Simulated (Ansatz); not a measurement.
The starting structures come from a database of crystals and need not be the phases stable at ambient conditions.

 Where the default PAW files enter, the runs use the earlier of Ansatz's two default sets.

Tunnelling through a barrier is set by its complex band structure: the current falls as exp(−2κd) with the smallest κ.

```
CELL_PARAMETERS angstrom
      3.05789     0.00000     0.00000
     -1.52895     2.64821     0.00000
      1.52895     0.88274     2.49676
ATOMIC_POSITIONS crystal
  Be 0.50000 0.25000 0.25000
  Be 0.50000 0.75000 0.75000
  C  0.00000 0.00000 0.00000
```

Space group of this cell: Fm-3m. The cell is taken as given; by PBEsol its mean pressure is -2.0 GPa.

Transport runs along the normal of the first two printed cell vectors, the (111) plane of the conventional cell.

The gap is the functional's own, uncorrected, and κ follows it; spin-orbit coupling is left out. Mid-gap values are interpolated between the computed energies.

Q: State the band gap and the smallest decay constant κ at mid-gap according to PBEsol run with Ansatz (a quantum-chemistry and plane-wave program).

A: Gap 1.08 eV on a 14×14×14 mesh; κ = 0.131 1/Å, at the zone centre.
